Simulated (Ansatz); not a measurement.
**Ag, response to strain**

Base system: Ag in the fcc (Cu type) structure (space group Fm-3m, No. 225; relaxed with 0.1 eV smearing).

```yaml
crystal:
  lattice:
    - [0.00000, 2.00044, 2.00044]
    - [2.00044, 0.00000, 2.00044]
    - [2.00044, 2.00044, 0.00000]
  atoms:
    - { symbol: Ag, position: [0.00000, 0.00000, 0.00000] }
```

Cartesian axes are those of the cell as printed.

Strains are applied to the cell and any free atomic positions relax.

Calculations: LDA in Ansatz (plane waves to 420 eV, PAW, no spin-orbit coupling).

Notes on the quantities. energy relative to the base: free energy F; pressure: mean of the normal stresses, compression positive.

```json
[
 {"variant": "base", "energy relative to the base": "0 meV/atom", "shortest interatomic distance": "2.829 Å", "pressure": "0.0 GPa"},
 {"variant": "uniaxial strain ε_zz = −3.00 %", "energy relative to the base": "+8.1 meV/atom", "shortest interatomic distance": "2.787 Å", "pressure": "4.7 GPa"},
 {"variant": "uniaxial strain ε_zz = −2.00 %", "energy relative to the base": "+3.5 meV/atom", "shortest interatomic distance": "2.801 Å", "pressure": "3.0 GPa"},
 {"variant": "uniaxial strain ε_zz = −1.50 %", "energy relative to the base": "+2.0 meV/atom", "shortest interatomic distance": "2.808 Å", "pressure": "2.2 GPa"},
 {"variant": "uniaxial strain ε_zz = −1.00 %", "energy relative to the base": "…", "shortest interatomic distance": "2.815 Å", "pressure": "1.4 GPa"},
 {"variant": "uniaxial strain ε_zz = +0.50 %", "energy relative to the base": "+0.2 meV/atom", "shortest interatomic distance": "2.829 Å", "pressure": "-0.7 GPa"},
 {"variant": "uniaxial strain ε_zz = +1.00 %", "energy relative to the base": "+0.8 meV/atom", "shortest interatomic distance": "2.829 Å", "pressure": "-1.3 GPa"},
 {"variant": "uniaxial strain ε_zz = +2.00 %", "energy relative to the base": "+3.2 meV/atom", "shortest interatomic distance": "2.829 Å", "pressure": "-2.6 GPa"},
 {"variant": "uniaxial strain ε_zz = +2.50 %", "energy relative to the base": "…", "shortest interatomic distance": "2.829 Å", "pressure": "-3.2 GPa"},
 {"variant": "uniaxial strain ε_zz = +3.00 %", "energy relative to the base": "+7.1 meV/atom", "shortest interatomic distance": "2.829 Å", "pressure": "-3.7 GPa"}
]
```

Task: What belongs in the blanks?

Result: 
- uniaxial strain ε_zz = −1.00 %, energy relative to the base: +0.9 meV/atom
- uniaxial strain ε_zz = +2.50 %, energy relative to the base: +5.0 meV/atom

No phonon test of stability was made.

Ansatz is a program for electronic structure.
